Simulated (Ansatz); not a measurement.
Ni (Im-3m, No. 229, 1 atoms in the cell; start mp-1008728; another form than the element's usual one), treated with LDA (Ansatz, a program for electronic structure, plane waves, PAW).

Settings: plane-wave cutoff 520 eV, 28×28×28 k mesh, Fermi–Dirac smearing 0.05 eV, spin-polarised start, scalar-relativistic PAW data made under PBE.

Cell (relaxed at this level):

```yaml
crystal:
  lattice:
    - [-1.36053, 1.36053, 1.36053]
    - [1.36053, -1.36053, 1.36053]
    - [1.36053, 1.36053, -1.36053]
  atoms:
    - { symbol: Ni, position: [0.00000, 0.00000, 0.00000] }
```

**Question.** Estimate the bulk modulus that the calculation returns.

**Answer.** 
bulk modulus: 220 GPa

The run finds no gap.

Note: the magnetic order was assumed, not searched for or taken from measurement; the bulk modulus is −V dP/dV from two relaxed cells at ±2 % in volume; the relaxation could not lower the start's symmetry, so the cell can be a saddle point above a distorted one.

Computed values are for the static lattice.

The result took roughly 2.2 core-minutes.

A start named mp-… is a Materials Project structure, which need not be a measured phase.
